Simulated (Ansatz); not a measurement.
# La2Ti2O7 (model structure, started from the pyrochlore type, Fd-3m, No. 227, 22 atoms in the cell)

All values below come from r²SCAN (plane waves, PAW; Ansatz, an electronic-structure program).

Numerical settings: plane-wave cutoff 560 eV, 6×6×6 k mesh, Fermi–Dirac smearing 0.01 eV, no spin polarisation, scalar-relativistic PAW data made under PBE.

Cell (relaxed with PBEsol):

```
CELL_PARAMETERS angstrom
      0.00000     5.18276     5.18276
      5.18276     0.00000     5.18276
      5.18276     5.18276     0.00000
ATOMIC_POSITIONS crystal
  La 0.12500 0.12500 0.12500
  La 0.12500 0.12500 0.62500
  La 0.12500 0.62500 0.12500
  La 0.62500 0.12500 0.12500
  Ti 0.62500 0.62500 0.62500
  Ti 0.62500 0.62500 0.12500
  Ti 0.62500 0.12500 0.62500
  Ti 0.12500 0.62500 0.62500
  O  0.55207 0.94793 0.94793
  O  0.94793 0.55207 0.55207
  O  0.94793 0.55207 0.94793
  O  0.55207 0.94793 0.55207
  O  0.94793 0.94793 0.55207
  O  0.55207 0.55207 0.94793
  O  0.69793 0.30207 0.69793
  O  0.30207 0.69793 0.30207
  O  0.30207 0.69793 0.69793
  O  0.69793 0.30207 0.30207
  O  0.30207 0.30207 0.69793
  O  0.69793 0.69793 0.30207
  O  0.00000 0.00000 0.00000
  O  0.25000 0.25000 0.25000
```

For La2Ti2O7 (model structure, started from the pyrochlore type, Fd-3m, No. 227, 22 atoms in the cell), the band gap comes out as 3.30 eV.

Note: the relaxation could raise the start's symmetry but not lower it, so the cell can be a saddle point; cell and atoms aren't relaxed at this level (largest force component 0.09 eV/Å, pressure 3.4 GPa).

Spin–orbit coupling is not included.

The computed numbers hold no vibrational or temperature effects.

A model structure was made by putting elements into a prototype or built by hand; it is no filed structure, need not be a known phase, and can be a saddle point held by its symmetry.
